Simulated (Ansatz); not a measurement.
CsCl-type NiAl was calculated with PBEsol-D3(BJ) (PAW; Ansatz, an electronic-structure program).

Total energies, extrapolated to zero smearing (they compare only within this program, potentials and cutoff):

Magnetic elements are taken in their magnetic phases.

```csv
system,energy (eV/atom)
"CsCl-type NiAl, relaxed",-3165.8553
fcc Al,-524.8782
fcc Ni,-5805.4188
```

**Question.** Work out the formation enthalpy per atom.

**Answer.** ΔH_f ≈ ΔE = -3165.8553 − [1 × (-524.8782) + 1 × (-5805.4188)]/2 = -0.707 eV/atom (0 K, no vibrations). The reference value is -0.640 ± 0.01 eV/atom (measured, 298 K, copied from a table, unchecked, not corrected to a static lattice; as tabulated in Wang et al. (2021), doi:10.1038/s41598-021-94550-5), a difference of -0.067 eV/atom.

The PAW data were made under PBE.
